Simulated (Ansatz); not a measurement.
The parent structure is SiSe₂ (space group Ibam, No. 72; a = 6.299 Å, b = 9.307 Å, c = 5.856 Å; made of chains).

Now apply this change: every Si is replaced by Ti, then cell and atoms are relaxed.

Levels (all Ansatz, a program for electronic structure, PAW, earlier PAW set): PBEsol (420 eV, no spin-orbit coupling); PBEsol+SOC (420 eV, spin-orbit coupling included).

The geometry is relaxed with PBEsol.

| Item | Value |
|---|---|
| PBEsol electron mass | 1.8 mₑ along a, 0.79 mₑ along b, 1.4 mₑ along c (at X) |
| PBEsol gap character | indirect, Σ₀–Γ (33 % along) → X |
| PBEsol lowest conduction level above the VBM at special points | X 0.64 eV; Σ₀ 0.76 eV; F₀ 0.76 eV; Λ₀ 0.76 eV |

Q: What does PBEsol+SOC give at this geometry for the electron mass, gap character and lowest conduction level above the VBM at special points?

A: The electron mass changes from 1.8 mₑ along a, 0.79 mₑ along b, 1.4 mₑ along c (at X) to 1.8 mₑ along a, 0.79 mₑ along b, 1.5 mₑ along c (at X); the gap character stays indirect, Σ₀–Γ (33 % along) → X; the lowest conduction level above the VBM at special points remains X 0.64 eV; Σ₀ 0.76 eV; F₀ 0.76 eV; Λ₀ 0.76 eV.

Single points use the geometry relaxed with PBEsol. Differences between runs with and without spin-orbit coupling are approximate. Masses are band curvatures over ±0.01 Å⁻¹ around the edge. Whether these cells are dynamically stable was not tested. As relaxed here, TiSe2 is a hypothetical phase, not in the database extracts checked. The runs without spin-orbit coupling are not spin-polarised. No dispersion term is included in the PBEsol runs.
